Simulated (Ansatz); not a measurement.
The starting structures come from a database of crystals and need not be the phases stable at ambient conditions.

Consider the following.

```xyz
4
Lattice="3.3078 0.0000 0.0000 0.0000 4.9829 0.0000 1.6539 0.0000 2.8646" Properties=species:S:1:pos:R:3 pbc="T T T"
Mg     1.6539     4.9721     0.9549
Mg     3.3078     2.4807     1.9098
O      1.6539     2.9776     0.9549
O      3.3078     0.4861     1.9098
```

Space group of this cell: P6_3mc, wurtzite. The cell is taken as given; by r2SCAN its mean pressure is -0.6 GPa.

The current runs along the normal of the first two printed vectors, the (100) plane. All runs by Ansatz (a program for electronic structure), plane waves and PAW, without spin-orbit coupling; the base is r2SCAN.

| run | mean pressure (GPa) | gap (eV) | mid-gap κ (1/Å) |
|---|---|---|---|
| base | -0.6 | 4.14 | 0.340 |
| all lengths scaled by 0.98 | 8.0 | (withheld) | (withheld) |
| all lengths scaled by 1.02 | -7.1 | 3.81 | 0.324 |
| lda in place of r2scan | -4.3 | 3.36 | 0.298 |
| lengths across the current scaled by 0.98, ions clamped | 4.8 | 4.36 | 0.350 |
| lengths across the current scaled by 1.02, ions clamped | -5.0 | (withheld) | (withheld) |
| lengths along the current scaled by 0.97, ions clamped | 3.8 | 4.35 | 0.350 |
| lengths along the current scaled by 1.03, ions clamped | -4.1 | (withheld) | (withheld) |
| pbesol in place of r2scan | 0.3 | 3.34 | 0.297 |

**Question.** Fill in the missing entries.

**Answer.** 
- all lengths scaled by 0.98, gap (eV): 4.50
- all lengths scaled by 0.98, mid-gap κ (1/Å): 0.357
- lengths across the current scaled by 1.02, ions clamped, gap (eV): 3.93
- lengths across the current scaled by 1.02, ions clamped, mid-gap κ (1/Å): 0.330
- lengths along the current scaled by 1.03, ions clamped, gap (eV): 3.95
- lengths along the current scaled by 1.03, ions clamped, mid-gap κ (1/Å): 0.330
